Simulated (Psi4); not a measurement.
Psi4 1.11, PBE/def2-svp: Pd(Cl)(H)(dadMe) (C[N]1=CC=[N](C)->[PdH]<-1[Cl]), 17 atoms. The geometry is a generated start, not checked to be a minimum at this level.

* **task**: energy
* **method**: pbe
* **basis**: def2-svp
* **memory**: 3 GB
* **maxiter**: 100
* **keys of the molecule block**: symmetry c1
* **scf_type**: df (default)
* **guess**: auto, which took SAD (default)
* **scf_initial_accelerator**: adiis (default)
* **e_convergence**: 1e-06 (default)
* **d_convergence**: 1e-06 (default)
* **dft_radial_points**: 75 (default)
* **dft_spherical_points**: 302 (default)
* **effective core potentials**: those of the basis set, past Kr
* **basis functions**: 178
* **grid points**: 360428

```xyz
17

Pd    -1.3691     0.5588     0.0139
Cl    -2.1004     2.5950     0.0170
H     -2.7988     0.0593     0.0340
C     -1.2457    -2.4598     0.0038
N     -0.5637    -1.1910     0.0013
C      0.7368    -1.1842    -0.0182
C      1.4119     0.0696    -0.0181
N      0.6970     1.1436    -0.0049
C      1.3269     2.4317     0.0028
H     -1.8976    -2.5200    -0.8715
H     -0.5388    -3.2985    -0.0072
H     -1.8797    -2.5266     0.8916
H      1.3101    -2.1087    -0.0323
H      2.5021     0.0949    -0.0282
H      2.4215     2.3543    -0.0077
H      1.0016     2.9814     0.8899
H      0.9858     3.0002    -0.8664
```

Charge 0 and multiplicity 1 are set for this test and not shown to be the ground state.

One run each on 2 threads. Values of diis_max_vecs tried: 3, 6, 10 (default), 20.

### Question
Which value of diis_max_vecs needs the fewest SCF iterations, and what happens away from it?

### Answer
Fewest SCF iterations, within one of each other: 10 (default) with 15, 20 with 14. The count rises to 49 at 3. All converge to one solution.

```json
[
 {"diis_max_vecs": "3", "SCF iterations": "49", "end": "same solution"},
 {"diis_max_vecs": "6", "SCF iterations": "18", "end": "same solution"},
 {"diis_max_vecs": "10 (default)", "SCF iterations": "15", "end": "same solution"},
 {"diis_max_vecs": "20", "SCF iterations": "14", "end": "same solution"}
]
```
